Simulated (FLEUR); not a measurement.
Troubleshooting FLEUR: a failed run on Sc (P6_3/mmc, 4 atoms in the cell). The aim is a self-consistent single point with DFT, PBEsol, all-electron FLAPW (FLEUR), scalar-relativistic valence.

Cell that was meant: a = 3.2669 Å, b = 3.2669 Å, c = 10.5111 Å, α = 90.00°, β = 90.00°, γ = 120.00°.

Part of the input:

```xml
   </comment>
   <calculationSetup>
      <cutoffs Kmax="3.8" Gmax="15.2" GmaxXC="15.2" numbands="0"/>
      <scfLoop itmax="9" minDistance="0.00001" maxIterBroyd="15" imix="Anderson" alpha="0.05" precondParam="0.0" spinf="2.0"/>
      <coreElectrons ctail="T" frcor="F" kcrel="0" coretail_lmax="0"/>
      <xcFunctional name="PBEs" relativisticCorrections="F"/>
      <magnetism jspins="1"/>
```

The program printed (abridged):

```
 Iteration:     1   Distance:       2.87568873 me/bohr^3
 Iteration:     2   Distance:       2.61822667 me/bohr^3
 Iteration:     3   Distance:       1.09267163 me/bohr^3
 Iteration:     4   Distance:       0.85973323 me/bohr^3
 Iteration:     5   Distance:       0.64954101 me/bohr^3
 Iteration:     6   Distance:       0.16833712 me/bohr^3
 Iteration:     7   Distance:       0.02144503 me/bohr^3
 Iteration:     8   Distance:       0.01205521 me/bohr^3
 Iteration:     9   Distance:       0.00582622 me/bohr^3
 Run finished successfully
 Stop message:
   all done

[file out, last iteration]
             iter=      9
[...]
          total density-effective poten   -4.8633499807E+03
          total charge density-energy d   -1.5263226378E+02
 Updated energy parameters for spin:           1
[...]
 fermi energy and band-weighting factors:
    0.328721    0.328721

   [... lines left out ...]
          first approx. to ef    (T=0)  :   0.229382 htr   (energy of the highest occ. eigenvalue)
FERHIS:  Fermi-Energy by histogram:
          bandgap                     :   0.001095 htr
          charge neutrality (T=0)     :   0.027778    (zero if the highest occ. eigenvalue is "entirely" occupied)
     EF_NEWTON:  Adjust Fermi-Energy by Newton-Method.
 Direct bandgap for spin            1 :    1.5592633457005733E-002  Htr
   [... lines left out ...]
 ---->    (input%tkb*entropy) TS=              0.0088960718 htr
 ---->    free energy=                     -3053.3273018967 htr
      extrapolation for T->0
 ---->    total electron energy=           -3053.3228538608 htr
 ***** TOTAL FORCES ON ATOMS *****
 TOTAL FORCE FOR ATOM TYPE=  1  X=  0.000   Y=  0.000   Z=  0.000
                       FX_TOT= 0.000000 FY_TOT= 0.000000 FZ_TOT= 0.000000
 TOTAL FORCE FOR ATOM TYPE=  2  X=  3.087   Y= -1.782   Z=  4.966
                       FX_TOT= 0.000000 FY_TOT= 0.000000 FZ_TOT= 0.000000
No new postions, force convergence required= 0.00001; max force distance= 0.00000
---->    distance of charge densities for spin  1                 it=    9:     0.005826 me/bohr**3
GENERALIZED ANDERSON MIXING: alpha=   0.05000 History-length=8
     ******* it=  9  is completed********
```

Diagnose the run.

The fault is an iteration limit that is too low. The loop is cut before its threshold is met, so whatever is printed at the end is not self-consistent. To fix it, raise the limit, or leave it to the default. The run ended unconverged after 9 iterations.

The sound input it was made from differs as follows (other fixes are possible):
```diff
-      <scfLoop itmax="9" minDistance="0.00001" maxIterBroyd="15" imix="Anderson" alpha="0.05" precondParam="0.0" spinf="2.0"/>
+      <scfLoop itmax="60" minDistance="0.00001" maxIterBroyd="15" imix="Anderson" alpha="0.05" precondParam="0.0" spinf="2.0"/>
```

With that input, the run converged in 14 iterations: free energy E − TS -83085.2685 eV; Fermi level (on the code's own zero) 6.26 eV (DFT, PBEsol, all-electron FLAPW (FLEUR), scalar-relativistic valence).

On the sound input: the starting cell was generated: these elements placed on a structure prototype, without a prior relaxation; it need not be a known phase or ordering of this composition. Its lattice was rescaled by a random factor within 2.5 % of one. Values depend on the basis (sphere radii, cutoffs, local orbitals), which need not be converged. The log's line on a gap gives a spacing of levels on this mesh, which the program prints for metals too.
